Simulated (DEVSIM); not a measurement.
## abrupt InP n-p junction

Device: abrupt InP n-p junction, at 300 K.

```tsv
layer (left to right)	material	thickness (μm)	Nd (cm⁻³)	Na (cm⁻³)	τn (s)	τp (s)
1	InP	2.40	5e16	-	2.4e-9	2.4e-9
2	InP	3.90	-	3e14	2.4e-9	2.4e-9
```

Left contact: ohmic. Right contact: ohmic. Voltage is applied to the left contact. Recombination: SRH at mid-gap. Mobility is constant in doping.

The device is made up for the run: typed textbook-type constants, with dimensions and the other settings drawn at random. Values at 300 K.

```tsv
parameter	InP
gap (eV)	1.344
affinity (eV)	4.38
permittivity	12.5
Nc (cm⁻³)	5.7e17
Nv (cm⁻³)	1.1e19
μn (cm²/Vs)	5200
μp (cm²/Vs)	170
```

Model (solved in DEVSIM): 1D drift-diffusion, Boltzmann statistics, complete ionisation; no tunnelling, impact ionisation, image-force lowering or self-heating.

```yaml
potential_step_across_the_device_at_zero_bias: 1.009 V
largest_field_in_the_device_at_zero_bias: 14000 V/cm
Dark forward voltage at 1 A/cm²: 0.799 V
Dark forward voltage at 100 A/cm²: 1.021 V
```

Dark forward current:

(V (V), J (A/cm²)): (-0.05, -1.1e-8); (-0.15, -1.1e-7); (-0.30, -2.4e-6); (-0.40, -1.9e-5); (-0.55, -0.00052); (-0.65, -0.0077); (-0.75, -0.20); (-0.90, -14); (-1.00, -77); (-1.10, -250); (-1.25, -740); (-1.35, -1200); (-1.50, -1800); (-1.60, -2200)

Small-signal capacitance in reverse bias (quasi-static):

```json
[
 {"V (V)": "0.2", "C (nF/cm²)": "4.85"},
 {"V (V)": "0.5", "C (nF/cm²)": "4.30"},
 {"V (V)": "1", "C (nF/cm²)": "3.70"},
 {"V (V)": "1.5", "C (nF/cm²)": "3.30"},
 {"V (V)": "2", "C (nF/cm²)": "3.03"},
 {"V (V)": "3", "C (nF/cm²)": "2.84"},
 {"V (V)": "4", "C (nF/cm²)": "2.82"},
 {"V (V)": "5", "C (nF/cm²)": "2.82"},
 {"V (V)": "6.5", "C (nF/cm²)": "2.81"},
 {"V (V)": "8", "C (nF/cm²)": "2.81"},
 {"V (V)": "10", "C (nF/cm²)": "2.80"}
]
```
